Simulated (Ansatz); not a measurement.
Habitual settings against a tight run: a (001) slab of Ni2SbTe (cut from a parent of space group no. 187; 8 atoms in the cell)

Self-consistent single point.

```
CELL_PARAMETERS angstrom
      3.87441     0.00000     0.00000
     -1.93721     3.35534     0.00000
      0.00000     0.00000    23.08960
ATOMIC_POSITIONS crystal
  Ni 0.00000 0.00000 0.41442
  Ni 0.00000 0.00000 0.30317
  Ni 0.00000 0.00000 0.63978
  Ni 0.00000 0.00000 0.52853
  Sb 0.66667 0.33333 0.35879
  Sb 0.66667 0.33333 0.58415
  Te 0.33333 0.66667 0.47147
  Te 0.33333 0.66667 0.69683
```

Level of theory: PBE (plane waves, PAW; Ansatz, a quantum-chemistry and plane-wave program).

Base settings: basis.ecutwfc = 420 eV; kpoints.mp_grid.grid = 10 10 1; hamiltonian.xc = pbe; hamiltonian.pseudopotentials = {kind: paw} (the program's default PAW files); scf.occupations.method = methfessel_paxton; scf.occupations.width = 0.136 eV.

Tight run (finer mesh or higher cutoff; not a proven limit): basis.ecutwfc: 420 eV → 590 eV; kpoints.mp_grid.grid: 10 10 1 → 14 14 1; scf.convergence.dr2_threshold: default (1e-07 eV) → 1e-09 eV. It gave Fermi level (on the code's own zero) 4.74 eV; pressure averaged over the cell with its vacuum 1.30 GPa; largest force (vector length) 1.744 eV/Å.

Quick runs, as changes from the base:
- A: the base itself
- B: kpoints.mp_grid.grid: 10 10 1 → 4 4 1
- C: basis.ecutwfc: 420 eV → 250 eV; kpoints.mp_grid.grid: 10 10 1 → 6 6 1; scf.occupations.method: methfessel_paxton → cold; scf.occupations.width: 0.136 eV → 0.5 eV
- D: basis.ecutwfc: 420 eV → 295 eV; kpoints.mp_grid.grid: 10 10 1 → 4 4 1
- E: basis.ecutwfc: 420 eV → 250 eV; kpoints.mp_grid.grid: 10 10 1 → 3 3 1; hamiltonian.xc: pbe → lda; scf.occupations.method: methfessel_paxton → fermi_dirac [LDA (PW92)]
- F: basis.ecutwfc: 420 eV → 295 eV; kpoints.mp_grid.grid: 10 10 1 → 8 8 1

Energies are extrapolated to zero smearing width, which holds to low order in the width alone.

Dashes: energy of E, another energy zero.

† marks runs with another functional, U, potentials or spin treatment: their distance from the tight run is not a convergence error alone.

The count of work is k-points × plane waves × bands × iterations; it is no time. 

The starting cell comes from a database of computed structures (which also holds hypothetical and non-ambient phases and stackings), without a prior relaxation at this level. The slab is cut from that crystal, and its faces are unrelaxed. Its lattice was rescaled in the plane by a random factor within 2.5 % of one. Spin polarisation is off, so a magnetic state, if there is one, cannot be reached. The two faces of this cut differ, and no dipole correction was used. In the base run, forces exceed 1 eV/Å.

| run | energy less tight (meV/atom) | largest miss in a force vector (eV/Å) | count of work / tight |
|---|---|---|---|
| A | 1.1 | 0.035 | 0.29 |
| B | 9.2 | 0.167 | 0.10 |
| C | 1703.9 | 0.150 | 0.085 |
| D | 233.6 | 0.184 | 0.075 |
| E† | – | 0.591 | 0.037 |
| F | 230.1 | 0.123 | 0.15 |

Among the runs at the tight run's level, the energy misses run from 1.1 to 1703.9 meV/atom.

Keys are those of Ansatz 0.2.
